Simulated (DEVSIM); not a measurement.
System: abrupt GaAs n-p junction, at 250 K.

Layer 1 from the left is GaAs, thickness (μm) 3.50, Nd (cm⁻³) 1.6e17, τn (s) 1.3e-8, τp (s) 1.3e-8. Layer 2 from the left is GaAs, thickness (μm) 0.850, Na (cm⁻³) 6.1e17, τn (s) 1.3e-8, τp (s) 1.3e-8.

Left contact: ohmic. Right contact: ohmic. Voltage is applied to the left contact. Recombination: SRH at mid-gap. Mobility is μmin + (μ − μmin)/(1 + (N/Nref)^α).

Constants are typed, rounded textbook-type inputs, not results; the design itself was drawn at random and stands for no fabricated device. Values at 300 K; Nc and Nv go as T^1.5, mobilities as T to minus their exponent, the gap by Varshni's rule with the affinity fixed.

GaAs: gap (eV) 1.424, affinity (eV) 4.07, permittivity 12.9, Nc (cm⁻³) 4.7e17, Nv (cm⁻³) 9e18, μn (cm²/Vs) 8500, μp (cm²/Vs) 400, μn,min 500, μp,min 20, Nref,n 6e16, Nref,p 1.5e17, αn 0.39, αp 0.38, T exponent of μn 2.1, T exponent of μp 2.2, Varshni α (eV/K) 0.000541, Varshni β (K) 204.

Simulated with DEVSIM: 1D drift-diffusion, Boltzmann statistics, complete ionisation; no tunnelling, impact ionisation, image-force lowering or self-heating.

Dark forward current:

| |V| (V) | |J| (A/cm²) |
|---|---|
| 0.15 | 3.425e-13 |
| 0.20 | 1.136e-12 |
| 0.25 | 3.727e-12 |
| 0.30 | 1.218e-11 |
| 0.35 | 3.990e-11 |
| 0.40 | 1.310e-10 |
| 0.45 | 4.303e-10 |
| 0.50 | 1.415e-9 |
| 0.55 | 4.665e-9 |
| 0.60 | 1.542e-8 |
| 0.65 | 5.114e-8 |
| 0.70 | 1.704e-7 |
| 0.75 | 5.728e-7 |
| 0.80 | 1.965e-6 |
| 0.85 | 7.083e-6 |
| 0.90 | 2.874e-5 |
| 0.95 | 0.0001461 |
| 1.00 | 0.0009889 |
| 1.05 | 0.008351 |
| 1.10 | 0.07900 |
| 1.15 | 0.7824 |
| 1.20 | 7.872 |
| 1.25 | 78.99 |
| 1.30 | 738.5 |
| 1.35 | 4895 |

Q: Work out the local ideality factor n = ΔV / (kT/q · ln(J2/J1)) between the rows 0.15 and 0.20 V, 1.15 and 1.20 V, 1.30 and 1.35 V.

A: kT/q = 21.54 mV. From 0.15 to 0.20 V: ln(1.136e-12/3.425e-13) = 1.199, n = 1.94, near the 2 of recombination in the depletion region. From 1.15 to 1.20 V: ln(7.872/0.7824) = 2.309, n = 1.01, near the 1 of diffusion or emission over a barrier. From 1.30 to 1.35 V: ln(4895/738.5) = 1.891, n = 1.23; the layers' resistance at their doping, Σ W/(qμN) = 6.1e-6 Ω cm², would take 25 mV of this step of 50 mV.

Q: Estimate the current at 1.15 V from the Shockley equation with J0 = Σ q ni² D/(N L) coth(W/L), τ joining the SRH, radiative and Auger lifetimes that are on, and W taken as the whole layer.

A: ni² = 1.70e7 cm⁻⁶; holes in the n layer: μ = 310 cm²/Vs, D = 6.68 cm²/s, τ = 1.30e-8 s, L = 2.95 μm, W/L = 1.2, term 4.66e-25 A/cm²; electrons in the p layer: μ = 4110 cm²/Vs, D = 88.6 cm²/s, τ = 1.30e-8 s, L = 10.7 μm, W/L = 0.079, term 4.68e-24 A/cm². J0 = 5.14e-24 A/cm², and J = J0 exp(qV/kT) = 0.790 A/cm². The simulation gives 0.782 A/cm²; the estimate lies 1.0 % above. The estimate leaves out recombination in the depletion region and that region's share of W.
